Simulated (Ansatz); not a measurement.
This Ansatz (a quantum-chemistry and plane-wave program) input is the reference run, HgS in the zinc blende structure (space group F-43m, No. 216), computed with PBEsol (Ansatz; PAW; 420 eV plane waves; scalar-relativistic without spin-orbit coupling), earlier PAW set:

Ansatz 0.2 input:
```yaml
crystal:
  lattice:
    - [0, 2.9379939637, 2.9379939637]
    - [2.9379939637, 0, 2.9379939637]
    - [2.9379939637, 2.9379939637, 0]
  atoms:
    - { symbol: Hg, position: [0, 0, 0] }
    - { symbol: S, position: [0.75, 0.75, 0.75] }
basis: { ecutwfc: 420, ecutrho_ratio: 4, xc_grid: 2, fft_grid_basis: typed }
kpoints: { mp_grid: { grid: [10, 10, 10] } }
hamiltonian:
  xc: pbesol
  dispersion: none
  pseudopotentials: { azcp: { folder: ./paw }, kind: paw }
scf: { occupations: { method: fermi_dirac, width: 0.05 }, convergence: { dr2_threshold: 0.0000000002 } }
output: { forces: true, stress: true }
```

Problem. Write the input for this change: biaxial strain +1.55 %, plane normal [001], relaxed out of plane (Cartesian); in-plane vectors clamped, the third vector and the atoms free.

Solution. 
Ansatz 0.2 input:
```yaml
crystal:
  lattice:
    - [4.2193526487, 0, 0]
    - [0, 4.2193526487, 0]
    - [2.1096763244, -2.1096763244, 2.9152245105]
  atoms:
    - { symbol: Hg, position: [0, 0, 0] }
    - { symbol: S, position: [0.25, 0.25, 0.5] }
basis: { ecutwfc: 420, ecutrho_ratio: 4, xc_grid: 2, fft_grid_basis: typed }
kpoints: { mp_grid: { grid: [10, 10, 10] } }
hamiltonian:
  xc: pbesol
  dispersion: none
  pseudopotentials: { azcp: { folder: ./paw }, kind: paw }
scf: { occupations: { method: fermi_dirac, width: 0.05 } }
relax: { f_tol: 0.005, max_steps: 50, cell: { stress_tol: 0.01, fix: [a, b, gamma] } }
output: { forces: true, stress: true }
checkpoint: { write: state.ck, write_every: 1000 }
```
This is the input that was run; other choices of cell and start would serve too.

Stability against distortions was not tested. The final runs are not spin-polarised.
